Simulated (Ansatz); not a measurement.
The parent structure is Rb3GaF6 (space group Fm-3m, No. 225; a = 9.008 Å; a cell from a computed database, its experimental status unchecked).

Level of theory: r2SCAN (Ansatz, a first-principles code, PAW, no SOC).

For the base:

| Quantity | Value |
|---|---|
| Pressure | 0.0 kbar |
| Band gap | 6.85 eV |

The change: an isotropic linear strain of +0.85 %, atoms relaxed at fixed cell.

### Question
Predict the new pressure.

### Answer
The pressure goes from zero to -9.6 kbar.

### Question
How does this affect the energy relative to the base?

### Answer
The energy goes up by 1.4 meV/atom.

### Question
Estimate the effect on the band gap.

### Answer
The band gap decreases by 0.14 eV (6.85 eV → 6.71 eV).

Stability against distortions was not tested.
